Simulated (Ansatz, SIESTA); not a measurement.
# TaAs (I4_1md, 4 atoms in the cell) computed with different codes at matched settings

Self-consistent single point.

```xyz
4
Lattice="-1.6960 1.6960 5.7799 1.6960 -1.6960 5.7799 1.6960 1.6960 -5.7799" Properties=species:S:1:pos:R:3 pbc="T T T"
Ta     1.6960     0.0000     5.7796
Ta     0.0000     0.0000     8.6695
As     1.6960     0.0000     0.9552
As     0.0000     0.0000     3.8452
```

Shared settings, as Ansatz (a first-principles code) writes them: kpoints.mp_grid.grid = 8 8 8; magnetization.spin_orbit = true; scf.occupations.method = gaussian; scf.occupations.width = 0.0073 Ry. Potentials and cutoffs stand in the table.

| code | model | pressure (GPa) | largest force (eV/Å) | cutoff |
|---|---|---|---|---|
| SIESTA | GGA PBE with spin-orbit coupling, numerical atomic orbitals DZP, PseudoDojo PBE fully relativistic norm-conserving potentials (rewritten from UPF to PSML) | – | 0.123 | grid 300 Ry |
| Ansatz | PBE with spin-orbit coupling, PAW files | 11.37 | 0.052 | default |

A dash marks a value that a program does not give, or that is left out as unsure.

The spread over the programs that give each value: largest force within 0.071 eV/Å.

SIESTA uses small atom-centred bases, whose incompleteness enters pressures, forces and empty levels differently from a plane-wave cutoff.

The starting cell comes from a database of computed structures (which also holds hypothetical and non-ambient phases and stackings), without a prior relaxation at this level. Its lattice was rescaled by a random factor within 2.5 % of one.

Left out of this page: Elk (not drawn, or without a comparable value).

Keys are those of Ansatz 0.2.
